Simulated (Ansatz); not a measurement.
# A computed series for ZnSe: response to strain

Start from ZnSe in the zinc blende structure (space group F-43m, No. 216; a = 5.568 Å).

Strains are applied to the cell and any free atomic positions relax.

Level of theory: DFT with LDA, PAW potentials and a 420 eV plane-wave cutoff in Ansatz (a program for electronic structure), spin-orbit coupling left out.

Candidates:
(a) isotropic strain +1.50 %
(b) isotropic strain +3.00 %
(c) isotropic strain +2.50 %
(d) isotropic strain −1.50 %

Base values:

```
Property    Value
--------  -------
Band gap  1.25 eV
```

Order them by band gap, highest first.

(d) isotropic strain −1.50 % (1.44 eV), (a) isotropic strain +1.50 % (1.07 eV), (c) isotropic strain +2.50 % (0.95 eV), (b) isotropic strain +3.00 % (0.89 eV)

No phonon test of stability was made.
